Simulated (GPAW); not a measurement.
# A series of runs on Mg6FeB (Amm2, 8 atoms in the cell)

```
Mg6FeB
1.0
    3.20845     0.00000     0.00000
    0.00000     4.72440     5.07618
    0.00000    -4.72440     5.07618
Mg Fe B
6 1 1
Direct
  0.00000   0.79020   0.45436
  0.00000   0.45436   0.79020
  0.00000   0.34621   0.34621
  0.50000   0.65040   0.09904
  0.50000   0.09904   0.65040
  0.50000   0.08136   0.08136
  0.00000   0.83840   0.83840
  0.50000   0.74002   0.74002
```

Base run A: GPAW with PBEsol, GPAW PAW datasets PBEsol (made by gpaw-setup), self-consistent single point.

Its settings: mode = pw; ecut = 900 eV; xc = PBEsol; kpts = 8 4 4; mesh shift (steps) = 0 0 0; occupations.name = methfessel-paxton; occupations.width = 0.1 eV; occupations.order = 0; nbands = -14; convergence.forces = 0.001 eV/Å; symmetry.symmorphic = false; symmetry.tolerance = 0.0005; maxiter = 150.

The starting cell comes from a database of computed structures (which also holds hypothetical and non-ambient phases and stackings), without a prior relaxation at this level. Spin polarisation is off.

A dash stands where there is no value to compare (another energy zero or no entropy term, no result, no spin, no clean gap, or a mesh too coarse for one). 

```tsv
run	change	largest force (eV/Å)	dispersion energy (eV/atom)
A	base	0.253	–
B	dispersion: default → d3 [PBEsol-D3(0)]	0.254	-0.165
C	dispersion: default → d3bj [PBEsol-D3(BJ)]	0.252	-0.252
D	dispersion: default → d3bj_atm [PBEsol-D3(BJ)+ATM]	0.252	-0.235
E	dispersion: default → d4 [PBEsol-D4]	0.252	-0.077
```

Run C against A: The largest force hardly changes (0.253 to 0.252 eV/Å).

Run B against A: The largest force moves little (0.253 to 0.254 eV/Å).
